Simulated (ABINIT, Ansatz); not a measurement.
An Ansatz (a quantum-chemistry and plane-wave program) input for a self-consistent single point of Ru (P6_3/mmc, 2 atoms in the cell) (DFT, PBE, plane waves, default PAW files):

Ansatz 0.2 input:
```yaml
# Ru
crystal:
  lattice:
    - [1.355000, -2.346929, 0.000000]
    - [1.355000, 2.346929, 0.000000]
    - [0.000000, 0.000000, 4.280000]
  atoms:
    - { symbol: Ru, position: [0.333333, 0.666667, 0.250000] }
    - { symbol: Ru, position: [0.666667, 0.333333, 0.750000] }
kpoints:
  mp_grid: { grid: [9, 9, 5] }
hamiltonian:
  xc: pbe
  pseudopotentials: { kind: paw }
scf:
  occupations: { method: fermi_dirac, width: 0.136 eV }
output:
  forces: true
  eigenvalues: true
  stress: true
```

### Question
Translate this input to ABINIT.

### Answer
One input that does it (others would too):

```
# Ru, PseudoDojo nc-sr-05 PBE standard
pp_dirpath "./"
pseudos "Ru.upf"
acell 2.7099999975 2.7099999975 4.2800000000 Angstrom
rprim
         0.5000000000   -0.8660254038    0.0000000000
         0.5000000000    0.8660254038    0.0000000000
         0.0000000000    0.0000000000    1.0000000000
natom 2
ntypat 1
znucl 44
typat 1 1
xcart
         2.5605788965    1.4783509152    2.0220069533
         2.5605788965   -1.4783509152    6.0660208600
ecut 42
ixc 11
occopt 3
tsmear 0.136 eV
nband 22
kptopt 1
ngkpt 9 9 5
nshiftk 1
shiftk 0 0 0
nstep 100
tolvrs 1.0e-10
prtwf 0
prtden 0
prtvol 1
enunit 2
```

Basis settings and potentials, where a program has them, do not carry over. This input uses DFT, PBE, plane waves, norm-conserving pseudopotentials (PseudoDojo nc-sr-05 PBE standard). Both were run: pressure 3.72 GPa in Ansatz and 4.20 in ABINIT. Ansatz's pressure is the one without its finite-basis correction.

On Ansatz: the starting cell has typed, rounded lattice constants, without a prior relaxation at this level. Spin polarisation is off. With a pressure of about 4 GPa the cell is away from its equilibrium volume at this level.

On ABINIT: the starting cell has typed, rounded lattice constants, without a prior relaxation at this level. Spin polarisation is off. With a pressure of about 4 GPa the cell is away from its equilibrium volume at this level.
